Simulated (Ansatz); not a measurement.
A self-consistent single point of TaH4 (P1, 5 atoms in the cell) with Ansatz (an electronic-structure program).

Method: LDA (PW92), default PAW files made with PBE (plane waves; Ansatz).

```xyz
5
Lattice="-2.1620 2.1620 2.1620 2.1620 -2.1620 2.1620 2.1620 2.1620 -2.1620" Properties=species:S:1:pos:R:3 pbc="T T T"
Ta     0.0349     0.0018     0.0099
H      1.0722     1.1040     1.0704
H     -1.0654     1.0970     1.0896
H      1.0431     1.0530    -1.0764
H      1.0772    -1.0939     1.0685
```

Reference input (self-consistent single point, DFT, LDA (PW92), plane waves, default PAW files made with PBE): basis.ecutwfc = 420 eV; kpoints.mp_grid.grid = 11 11 11; hamiltonian.xc = lda; hamiltonian.pseudopotentials = {kind: paw} (the program's default PAW files); scf.occupations.method = methfessel_paxton; scf.occupations.width = 0.272 eV. This run's input differs from it in these lines:

```diff
@@ -23,3 +23,3 @@
     method: methfessel_paxton
-    width: 0.272
+    width: 0.03
 output:
```

Output (repeated stretches shortened):

```
SCF iter   1: F=—  HF=-9743.445883 eV  |F-HF|=—  |Δ(HF+E_count)|=         —  Δρ=6.79e-3  dr2=7.91e-3  ethr=1.77e-3  ⟨swp⟩=6.0  Hψ=53307  notcnv=0
all-band conjugate gradients solve this SCF's bands
preconditioner: auto → Kerker (q_TF=auto, 2.362 Å⁻¹)
SCF iter   2: F=—  HF=-9743.444750 eV  |F-HF|=—  |Δ(HF+E_count)|=   1.13e-3  S|Δr|=    0.00e0  Δρ=3.70e-3  dr2=2.45e-3  ethr=4.65e-5  ⟨swp⟩=1.5  Hψ=15380  notcnv=0
SCF iter   3: F=—  HF=-9743.444275 eV  |F-HF|=—  |Δ(HF+E_count)|=   4.75e-4  S|Δr|=    0.00e0  Δρ=2.36e-4  dr2=1.94e-5  ethr=1.44e-5  ⟨swp⟩=2.0  Hψ=11652  notcnv=0
SCF iter   4: F=—  HF=-9743.444277 eV  |F-HF|=—  |Δ(HF+E_count)|=   2.07e-6  S|Δr|=    0.00e0  Δρ=8.19e-5  dr2=2.29e-6  ethr=1.14e-7  ⟨swp⟩=2.3  Hψ=13725  notcnv=0
SCF iter   5: F=-9743.444277 eV  HF=-9743.444277 eV  |F-HF|=1.52e-8  |Δ(HF+E_count)|=   2.18e-7  S|Δr|=    0.00e0  Δρ=1.45e-5  dr2=9.21e-8  ethr=5.88e-10  ⟨swp⟩=6.2  Hψ=46459  notcnv=0
SCF 1 converged in 5 iterations: F = -9743.444277 eV  dr2 = 9.21e-8
Stability not checked (fill_not_monotonic)
Free energy (F): -9743.444277 eV
Internal energy: -9743.444221 eV  (E = F + TS)
E sigma→0 (E₀):  -9743.444263 eV
Entropy (-TS):   -0.000056 eV (-0.011 meV/atom)
Fermi energy:    7.832323 eV
--- Forces (eV/Å), atoms counted from 1 ---
  atom   1  Ta    -0.43763238    -0.12924894     0.09204915
  atom   2  H      0.09371348     0.05699404     0.07444964
  atom   3  H      0.05737050    -0.08246211    -0.04874667
  atom   4  H      0.22247215     0.24687248    -0.24800341
  atom   5  H      0.06416798    -0.09216477     0.13030590
--- Stress (GPa, compression-positive) ---
       -4.961918       0.144659      -0.180261
        0.144659      -4.817683      -0.252052
       -0.180261      -0.252052      -4.864268
  P = ⅓ Tr σ = -4.8813 GPa (-48.813 kbar)
  The stress holds the Pulay correction. Without it, at fixed plane waves, as pw.x and ABINIT print it: P = -5.0830 GPa
```

The run converged in 5 iterations. Against the reference run the free energy stays essentially unchanged (within 1 meV/atom), the pressure hardly changes (-4.87 to -4.88 GPa) and the largest force goes from 0.476 to 0.466 eV/Å.

The starting cell comes from a database of computed structures (which also holds hypothetical and non-ambient phases and stackings), without a prior relaxation at this level. Its atoms were displaced at random from the sites of space group no. 229. Spin polarisation is off. With a pressure of about -5 GPa the cell is away from its equilibrium volume at this level. Ansatz's pressure includes its estimate of the finite-basis (Pulay) stress.

Keys are those of Ansatz 0.2.
